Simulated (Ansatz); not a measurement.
## Effect of x(Bi) = 0.25, 4 atoms, P4/mmm on Rh

Take Rh in the fcc (Cu type) structure (space group Fm-3m, No. 225; a = 3.800 Å) as the base.

The other end (x = 1) is Bi in the fcc (Cu type) structure (space group Fm-3m, No. 225; a hypothetical phase, not in the database extracts checked): 31.33 Å³/atom, gap zero; this end may not be an ambient phase.

One thing is altered: a fraction x = 0.25 of the Rh sites is given to Bi, ordered in a cell of 4 atoms (starting symmetry P4/mmm) and fully relaxed.

Calculations: r2SCAN/PAW in Ansatz (a quantum-chemistry and plane-wave program), no SOC. k-mesh 14×14×8 (Γ-centred); smearing 0.05 eV (Fermi–Dirac), for the changed cell.

```csv
quantity,base,changed,shift
volume per atom,13.72 Å³,16.60 Å³,+2.88 Å³
density,12.46 g/cm³,12.95 g/cm³,+0.49 g/cm³
shortest interatomic distance,2.687 Å,2.553 Å,-0.134 Å
band gap,zero,zero,–
mixing energy (to 0.01 eV only: unlike meshes or grids) (against an end that may be hypothetical),–,+0.12 eV/atom,–
deviation of the volume from the linear (Vegard-type) interpolation,–,-8.4 %,–
```

Final structure:

```yaml
crystal:
  lattice:
    - [3.39128, 0.00000, 0.00000]
    - [0.00000, 3.39128, 0.00000]
    - [0.00000, 0.00000, 5.77179]
  atoms:
    - { symbol: Rh, position: [0.00000, 0.00000, 0.00000] }
    - { symbol: Rh, position: [0.50000, 0.50000, 0.77883] }
    - { symbol: Bi, position: [0.00000, 0.00000, 0.50000] }
    - { symbol: Rh, position: [0.50000, 0.50000, 0.22117] }
```

Cost of the whole job for the changed cell (relaxation, final SCF and bands): about 5 core-minutes (a rough figure).

Each cell is one ordered arrangement of few atoms, which overstates ordering effects compared with a random alloy. Whether these cells are dynamically stable was not tested. All final runs are without spin polarisation. Under x(Bi) = 0.25, 4 atoms, P4/mmm the cell changed shape so far that it is another structure.
